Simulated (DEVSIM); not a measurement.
Device: In0.49Ga0.51P/GaAs n-p heterojunction, at 350 K.

Layer 1 from the left is In0.49Ga0.51P, thickness (μm) 0.240, Nd (cm⁻³) 4.8e16, τn (s) 4e-10, τp (s) 4e-10. Layer 2 from the left is GaAs, thickness (μm) 0.330, Na (cm⁻³) 3e17, τn (s) 4e-10, τp (s) 4e-10.

Left contact: ohmic. Right contact: ohmic. Voltage is applied to the left contact. Recombination: SRH at mid-gap, radiative. Mobility is μmin + (μ − μmin)/(1 + (N/Nref)^α).

Constants are typed, rounded textbook-type inputs, not results; the design itself was drawn at random and stands for no fabricated device. Values at 300 K; Nc and Nv go as T^1.5, mobilities as T to minus their exponent, the gap by Varshni's rule with the affinity fixed.

In0.49Ga0.51P: gap (eV) 1.89, affinity (eV) 4, permittivity 11.8, Nc (cm⁻³) 9e17, Nv (cm⁻³) 1.3e19, μn (cm²/Vs) 1500, μp (cm²/Vs) 80, μn,min 400, μp,min 15, Nref,n 2e16, Nref,p 1.5e17, αn 0.7, αp 0.8, T exponent of μn 1.66, T exponent of μp 2, B (cm³/s) 1e-10, Varshni α (eV/K) 0.0005, Varshni β (K) 250. GaAs: gap (eV) 1.424, affinity (eV) 4.07, permittivity 12.9, Nc (cm⁻³) 4.7e17, Nv (cm⁻³) 9e18, μn (cm²/Vs) 8500, μp (cm²/Vs) 400, μn,min 500, μp,min 20, Nref,n 6e16, Nref,p 1.5e17, αn 0.39, αp 0.38, T exponent of μn 2.1, T exponent of μp 2.2, B (cm³/s) 2e-10, Varshni α (eV/K) 0.000541, Varshni β (K) 204.

DEVSIM, 1D drift-diffusion, Boltzmann statistics, complete ionisation; no tunnelling, impact ionisation, image-force lowering or self-heating. Band offsets follow the typed affinities; no thermionic-emission limit at abrupt steps, no polarisation charge.

Question: What does the simulation give for the potential step across the device at zero bias, the dark forward voltage at 1 A/cm², the largest field in the device at zero bias?

Answer: potential step across the device at zero bias 1.266 V; dark forward voltage at 1 A/cm² 0.921 V; largest field in the device at zero bias 120000 V/cm.
